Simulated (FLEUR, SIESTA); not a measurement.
A SIESTA input for a self-consistent single point of YAlSi (Cmcm, 6 atoms in the cell) (DFT, GGA PBEsol, numerical atomic orbitals DZP, PseudoDojo PBEsol standard norm-conserving potentials (rewritten from UPF to PSML)):

```
# files in the folder: Y.psml Al.psml Si.psml (PseudoDojo PBEsol standard)
SystemName  YAlSi
SystemLabel yalsi

NumberOfAtoms                6
NumberOfSpecies              3
%block ChemicalSpeciesLabel
  1 39 Y
  2 13 Al
  3 14 Si
%endblock ChemicalSpeciesLabel
LatticeConstant              1.0 Ang
%block LatticeVectors
     1.950322000   -5.065924000    0.000000000
     1.950322000    5.065924000    0.000000000
     0.000000000    0.000000000    5.590929000
%endblock LatticeVectors
AtomicCoordinatesFormat      Ang
%block AtomicCoordinatesAndAtomicSpecies
     1.950322000    1.973683990    1.397732250  1
     1.950322000   -1.973683990    4.193196750  1
     0.000000000    0.000000000    2.795464500  2
     0.000000000    0.000000000    0.000000000  2
     1.950322000    0.996061977    4.193196750  3
     1.950322000   -0.996061977    1.397732250  3
%endblock AtomicCoordinatesAndAtomicSpecies

XC.functional                GGA
XC.authors                   PBEsol
PAO.BasisSize                DZP
PAO.EnergyShift              0.005 Ry
MeshCutoff                   300 Ry
%block kgrid.MonkhorstPack
    6   0   0  0.0
    0   6   0  0.0
    0   0   4  0.0
%endblock kgrid.MonkhorstPack
OccupationFunction           FD
ElectronicTemperature        0.1 eV

MaxSCFIterations             150
SCF.Mixer.Method             Broyden
SCF.Mixer.Weight             0.1
SCF.Mixer.History            6
SCF.DM.Tolerance             1.0E-05
Diag.ParallelOverK           true
WriteForces                  true
```

Problem. Translate this input to FLEUR.

Solution. This is the input that was run; spellings and numerical settings could be chosen otherwise.

Input of the input generator:

```
scf YAlSi
&input film=f /
3.6855744348 -9.5732089282 0.0000000000
3.6855744348 9.5732089282 0.0000000000
0.0000000000 0.0000000000 10.5653245922
1.0
1.0 1.0 1.0

6
39 0.3052000000 0.6948000000 0.2500000000
39 0.6948000000 0.3052000000 0.7500000000
13 0.0000000000 0.0000000000 0.5000000000
13 0.0000000000 0.0000000000 0.0000000000
14 0.4016900000 0.5983100000 0.7500000000
14 0.5983100000 0.4016900000 0.2500000000

&comp jspins=1 /
&exco xctyp='PBEs' /
&kpt div1=6 div2=6 div3=4 gamma=t /
&end /
```

```xml
<?xml version="1.0" encoding="UTF-8" standalone="no"?>
<fleurInput fleurInputVersion="0.39">
   <comment>
      scf YAlSi                                                                                           
   </comment>
   <calculationSetup>
      <cutoffs Kmax="4.3" Gmax="15.0" GmaxXC="15.0" numbands="0"/>
      <scfLoop itmax="80" minDistance="0.00001" maxIterBroyd="25" imix="Anderson" alpha="0.05" precondParam="0.0" spinf="2.0"/>
      <coreElectrons ctail="T" frcor="F" kcrel="0" coretail_lmax="0"/>
      <xcFunctional name="PBEs" relativisticCorrections="F"/>
      <magnetism jspins="1"/>
      <soc l_soc="F" theta="0.0" phi="0.0" spav="F"/>
      <expertModes spex="0" secvar="F"/>
      <geometryOptimization l_f="T" forcealpha="1.0" forcemix="BFGS" epsdisp="0.00001" epsforce="0.00001"/>
      <ldaU l_linMix="F" mixParam="0.05" spinf="1.0"/>
   </calculationSetup>
   <cell>
      <bzIntegration valenceElectrons="36.0" mode="hist" fermiSmearingEnergy="0.00367493">
         <kPointListSelection listName="default-1"/>
         <!-- k-points included here -->
         <xi:include xmlns:xi="http://www.w3.org/2001/XInclude" href="kpts.xml"> </xi:include>
      </bzIntegration>
      <!-- symmetry operations included here -->
      <xi:include xmlns:xi="http://www.w3.org/2001/XInclude" href="sym.xml"> </xi:include>
      <bulkLattice scale="1.0">
         <bravaisMatrix>
            <row-1>    3.6855744347999999    -9.5732089281999997     0.0000000000000000</row-1>
            <row-2>    3.6855744347999999     9.5732089281999997     0.0000000000000000</row-2>
            <row-3>    0.0000000000000000     0.0000000000000000    10.5653245921999996</row-3>
         </bravaisMatrix>
      </bulkLattice>
   </cell>
   <atomSpecies>
      <species name="Yttrium (Y)" element="Y" atomicNumber="39">
         <mtSphere radius="2.68" gridPoints="925" logIncrement="0.014"/>
         <atomicCutoffs lmax="10" lnonsphr="8"/>
         <electronConfig flipSpins="F">
            <coreConfig>(1s1/2) (2s1/2) (2p1/2) (2p3/2) (3s1/2) (3p1/2) (3p3/2) (3d3/2) (3d5/2)</coreConfig>
            <valenceConfig>(4s1/2) (4p1/2) (4p3/2) (5s1/2) (4d3/2) (4d5/2)</valenceConfig>
            <stateOccupation state="(4d3/2)" spinUp="0.2" spinDown="0.2"/>
            <stateOccupation state="(4d5/2)" spinUp="0.3" spinDown="0.3"/>
         </electronConfig>
         <energyParameters s="5" p="5" d="4" f="4"/>
         <lo type="SCLO" l="0" n="4" eDeriv="0"/>
         <lo type="SCLO" l="1" n="4" eDeriv="0"/>
      </species>
      <species name="Aluminum (Al)" element="Al" atomicNumber="13">
         <mtSphere radius="2.34" gridPoints="807" logIncrement="0.014"/>
         <atomicCutoffs lmax="10" lnonsphr="8"/>
         <electronConfig flipSpins="F">
            <coreConfig>(1s1/2) (2s1/2) (2p1/2) (2p3/2)</coreConfig>
            <valenceConfig>(3s1/2) (3p1/2) (3p3/2)</valenceConfig>
            <stateOccupation state="(3p1/2)" spinUp="0.1666666666667" spinDown="0.1666666666667"/>
            <stateOccupation state="(3p3/2)" spinUp="0.3333333333333" spinDown="0.3333333333333"/>
         </electronConfig>
         <energyParameters s="3" p="3" d="3" f="4"/>
      </species>
      <species name="Silicon (Si)" element="Si" atomicNumber="14">
         <mtSphere radius="2.34" gridPoints="807" logIncrement="0.014"/>
         <atomicCutoffs lmax="10" lnonsphr="8"/>
         <electronConfig flipSpins="F">
            <coreConfig>(1s1/2) (2s1/2) (2p1/2) (2p3/2)</coreConfig>
            <valenceConfig>(3s1/2) (3p1/2) (3p3/2)</valenceConfig>
            <stateOccupation state="(3p1/2)" spinUp="0.3333333333333" spinDown="0.3333333333333"/>
            <stateOccupation state="(3p3/2)" spinUp="0.6666666666667" spinDown="0.6666666666667"/>
         </electronConfig>
         <energyParameters s="3" p="3" d="3" f="4"/>
      </species>
   </atomSpecies>
   <atomGroups>
      <atomGroup species="Yttrium (Y)">
         <relPos label="                   1">.3052000000 -.3052000000 1.000/4.000</relPos>
         <relPos label="                   2">-.3052000000 .3052000000 -1.000/4.000</relPos>
         <force calculate="T" relaxXYZ="TTT"/>
      </atomGroup>
      <atomGroup species="Aluminum (Al)">
         <relPos label="                   3">.0000000000 .0000000000 1.000/2.000</relPos>
         <relPos label="                   4">.0000000000 .0000000000 .0000000000</relPos>
         <force calculate="T" relaxXYZ="TTT"/>
      </atomGroup>
      <atomGroup species="Silicon (Si)">
         <relPos label="                   5">.4016900000 -.4016900000 -1.000/4.000</relPos>
         <relPos label="                   6">-.4016900000 .4016900000 1.000/4.000</relPos>
         <force calculate="T" relaxXYZ="TTT"/>
      </atomGroup>
   </atomGroups>
   <output dos="F" band="F" slice="F">
      <checks vchk="F" cdinf="F"/>
      <bandDOS minEnergy="-.5*Htr" maxEnergy="0.5*Htr" sigma="0.015" storeEVData="T"/>
      <vacuumDOS vacdos="F" integ="F" star="F" nstars="0" locx1="0.0" locy1="0.0" locx2="0.0" locy2="0.0" nstm="0" tworkf="0.0"/>
      <unfoldingBand unfoldBand="F" supercellX="1" supercellY="1" supercellZ="1"/>
      <plotting iplot="0" polar="F">
         <plot TwoD="T" vec1="  1.0  0.0  0.0" vec2="  0.0  1.0  0.0" vec3="  0.0  0.0  1.0" zero="  0.0  0.0  0.0" file="plot"/>
      </plotting>
      <chargeDensitySlicing numkpt="0" minEigenval="0.0" maxEigenval="0.0" nnne="0" pallst="F"/>
      <specialOutput eonly="F"/>
      <magneticCircularDichroism mcd="F" energyLo="-10.0" energyUp="0.0"/>
   </output>
  <!-- We include the file relax.xml here to enable relaxations (see documentation) -->
  <xi:include xmlns:xi="http://www.w3.org/2001/XInclude" href="relax.xml"> <xi:fallback/> </xi:include>
</fleurInput>
```

Basis settings and potentials, where a program has them, do not carry over. This input uses DFT, PBEsol, all-electron FLAPW (FLEUR), scalar-relativistic valence.

The starting cell comes from a database of computed structures (which also holds hypothetical and non-ambient phases and stackings), without a prior relaxation at this level. For this run, on top of that: lattice scaled by 0.98.
